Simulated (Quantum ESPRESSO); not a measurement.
A self-consistent single point of a sheet of Ta2N (3 atoms in the cell) with Quantum ESPRESSO.

Computed with PBE+U, PseudoDojo standard norm-conserving (PBE) pseudopotentials (plane waves; Quantum ESPRESSO).

```
Ta2N
1.0
    2.90553     0.00000     0.00000
   -1.45277     2.51626     0.00000
    0.00000     0.00000    16.35107
N Ta
1 2
Direct
  0.00000   0.00000   0.50000
  0.33333   0.66667   0.57189
  0.66667   0.33333   0.42811
```

Reference input (self-consistent single point, DFT, PBE, plane waves, PseudoDojo standard norm-conserving (PBE) pseudopotentials): ecutwfc = 85 Ry; occupations = smearing; smearing = gaussian; degauss = 0.0036749 Ry; potentials = {N: N.upf, Ta: Ta.upf}; K_POINTS = automatic 7 7 1 0 0 0; conv_thr = 1e-11 Ry; mixing_beta = 0.5. This run's input differs from it in these lines:

```diff
@@ -35,2 +35,4 @@
    0.0000000000     0.0000000000    16.3510660000
+HUBBARD {ortho-atomic}
+U Ta-5d 6
```

Output (repeated stretches shortened):

```
     Self-consistent Calculation

     iteration #  1     ecut=    85.00 Ry     beta= 0.50

---- Real-time Memory Report at c_bands before calling an iterative solver
           135 MiB given to the printing process from OS
            99 MiB allocation reported by mallinfo(arena+hblkhd)
------------------

     =================== HUBBARD OCCUPATIONS ===================
     ------------------------ ATOM    2 ------------------------
     Tr[ns(  2)] =   3.38527
     eigenvalues:
       0.287  0.304  0.304  0.399  0.399
     ------------------------ ATOM    3 ------------------------
     Tr[ns(  3)] =   3.38527
     eigenvalues:
   [... lines left out ...]
------------------

     =================== HUBBARD OCCUPATIONS ===================
     ------------------------ ATOM    2 ------------------------
     Tr[ns(  2)] =   3.76235
     eigenvalues:
       0.248  0.388  0.388  0.429  0.429
     ------------------------ ATOM    3 ------------------------
     Tr[ns(  3)] =   3.76235
     eigenvalues:
       0.248  0.388  0.388  0.429  0.429

     Number of occupied Hubbard levels =    7.5247

     HUBBARD ENERGY =    1.0157  (Ry)

     total energy              =    -280.03179831 Ry
     estimated scf accuracy    <       0.00009827 Ry
     End of self-consistent calculation

     convergence NOT achieved after 100 iterations: stopping

   JOB DONE.
```

The run ended unconverged after 100 iterations. 

The starting cell was generated: these elements placed on a structure prototype, without a prior relaxation; it need not be a known phase or ordering of this composition. Its lattice was rescaled in the plane by a random factor within 2.5 % of one. Spin polarisation is off. The U value is a test value, and with U on an open shell several self-consistent states can exist.

Cost on one core of a shared machine: roughly 4 min.
